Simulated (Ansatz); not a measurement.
System: AlN (model structure, started from the GeS type, Fm-3m, No. 225, 8 atoms in the cell; like a known high-pressure phase). Method: LDA (plane waves, PAW; Ansatz, a quantum-chemistry and plane-wave program).

Settings: plane-wave cutoff 520 eV, 8×20×16 k mesh (along the axes of the cell as run), Fermi–Dirac smearing 0.05 eV, scalar-relativistic PAW data made under PBE.

Computed at the level's own relaxed cell.

```
AlN
1.0
    8.02203     0.00000     0.00000
    0.00000     2.83623     0.00000
    0.00000     0.00000     2.83627
Al N
4 4
Cartesian
  1.00275   0.70906   0.70908
  3.00826   2.12717   2.12721
  7.01927   2.12717   2.12719
  5.01377   0.70906   0.70906
  7.01927   0.70906   0.70906
  5.01377   2.12717  -0.70907
  1.00276   2.12717   2.12721
  3.00826   0.70906   3.54534
```

Q: List the 21 lowest band energies at Γ above −25 eV (eV, relative to the valence band maximum), grouping those that round alike.

A: At Γ: -17.62, -15.94 (×2), -13.15, -7.56, -3.82 (×2), -2.87 (×2), -1.68 (×4), 0.00 (×3), 4.71, 5.15, 6.10, 7.35 (×2).

A model structure was made by putting elements into a prototype or built by hand; it is no filed structure, need not be a known phase, and can be a saddle point held by its symmetry.
